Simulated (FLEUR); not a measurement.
Band structure of Ir (Fm-3m, 1 atom in the cell).

```
CELL_PARAMETERS angstrom
      0.00000     1.92000     1.92000
      1.92000     0.00000     1.92000
      1.92000     1.92000     0.00000
ATOMIC_POSITIONS crystal
  Ir 0.00000 0.00000 0.00000
```

Computed with PBE, all-electron FLAPW (FLEUR), scalar-relativistic valence.

Settings: Kmax = 4.2 1/bohr; GmaxXC = 16.8 1/bohr; xcFunctional = pbe; jspins = 1; l_soc = F; mode = hist; fermiSmearingEnergy = 0.00367493 Htr; mesh (inpgen div1-3) = 10 10 10; inpgen gamma flag = true; Gmax = 16.8 1/bohr; numbands = 0; maxIterBroyd = 15; imix = Anderson; alpha = 0.05.

The starting cell has typed, rounded lattice constants, without a prior relaxation at this level. Spin-orbit coupling is off. Spin polarisation is off. Values depend on the basis (sphere radii, cutoffs, local orbitals), which need not be converged.

Levels in eV from the Fermi level, bands 4 to 11:
```tsv
point	4	5	6	7	8	9	10	11
Γ	-11.16	-3.94	-3.94	-3.94	-1.25	-1.25	13.56	19.09
X	-7.96	-7.40	0.82	1.43	1.43	1.64	10.58	11.44
W	-6.31	-4.93	-4.93	-1.87	1.44	8.13	9.03	9.03
K	-7.00	-6.04	-2.94	-0.95	0.55	6.22	7.71	11.58
L	-8.15	-4.05	-4.05	-0.81	0.85	0.85	7.28	13.22
U	-7.00	-6.04	-2.94	-0.95	0.55	6.22	7.71	11.58
```
